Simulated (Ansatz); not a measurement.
System: BaH₂ (P6₃/mmc, No. 194, 6 atoms in the cell; start mp-1182102; a measured phase of this formula has another space group). Method: r²SCAN (PAW; Ansatz, a quantum-chemistry and plane-wave program).

Run with plane-wave cutoff 560 eV, 12×12×6 k mesh (along the axes of the cell as run), Fermi–Dirac smearing 0.01 eV, scalar-relativistic PAW data made under PBE.

Cell (relaxed with PBEsol):

```cif
data_H4Ba2
_chemical_formula_sum 'Ba2 H4'
_space_group_name_H-M_alt 'P 1'
_space_group_IT_number 1
_cell_length_a 4.38409
_cell_length_b 4.38409
_cell_length_c 5.79283
_cell_angle_alpha 90.000
_cell_angle_beta 90.000
_cell_angle_gamma 120.000
loop_
_space_group_symop_operation_xyz
  'x, y, z'
loop_
_atom_site_label
_atom_site_type_symbol
_atom_site_fract_x
_atom_site_fract_y
_atom_site_fract_z
_atom_site_occupancy
Ba1 Ba 0.66667 0.33333 0.75000 1
Ba2 Ba 0.33333 0.66667 0.25000 1
H1 H 0.33333 0.66667 0.75000 1
H2 H 0.66667 0.33333 0.25000 1
H3 H 0.00000 0.00000 0.50000 1
H4 H 0.00000 0.00000 0.00000 1
```

### Question
Predict the band gap, smallest direct gap on the k points sampled and Γ–Γ gap.

### Answer

band gap: 2.42 eV
smallest direct gap on the k points sampled: 3.29 eV
Γ–Γ gap: 3.49 eV

Note: cell and atoms aren't relaxed at this level (pressure 2.1 GPa).

Spin–orbit coupling is not included.

Static lattice: no zero-point or thermal effects.

Cost on a shared machine: very roughly 27 core-seconds.

A start named mp-… is a Materials Project structure, which need not be a measured phase.
